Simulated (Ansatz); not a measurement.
The starting structures come from a database of crystals and need not be the phases stable at ambient conditions.

The decay constant κ of evanescent states in the gap governs leakage through a thin film.

Input:

```
CELL_PARAMETERS angstrom
      6.17272     0.00000     0.00000
      0.00000     6.18182     0.00000
     -0.01638     0.00000     8.74966
ATOMIC_POSITIONS crystal
  Ba 0.99898 0.99481 0.74944
  Ba 0.00102 0.00519 0.25056
  Ba 0.50102 0.49481 0.75056
  Ba 0.49898 0.50519 0.24944
  La 0.50000 0.00000 0.00000
  La 0.00000 0.50000 0.50000
  Sb 0.00000 0.50000 0.00000
  Sb 0.50000 0.00000 0.50000
  O  0.99802 0.49207 0.23082
  O  0.00198 0.50793 0.76918
  O  0.50198 0.99207 0.26918
  O  0.49802 0.00793 0.73082
  O  0.74538 0.21612 0.49842
  O  0.25462 0.78388 0.50158
  O  0.75462 0.71612 0.00158
  O  0.24538 0.28388 0.99842
  O  0.21661 0.74480 0.00486
  O  0.78339 0.25520 0.99514
  O  0.28339 0.24480 0.49514
  O  0.71661 0.75520 0.50486
```

Space group of this cell: P2_1/c. The cell is taken as given; by PBEsol its mean pressure is -4.8 GPa.

Transport runs along the normal of the first two printed cell vectors.

The gap is the functional's own, uncorrected, and κ follows it; spin-orbit coupling is left out. Mid-gap values are interpolated between the computed energies.

Task: Compute, with Ansatz (a quantum-chemistry and plane-wave program) with PBEsol, the band gap and the smallest decay constant κ at mid-gap.

Result: Gap 3.75 eV on a 6×6×4 mesh; κ = 0.343 1/Å, at the zone centre.
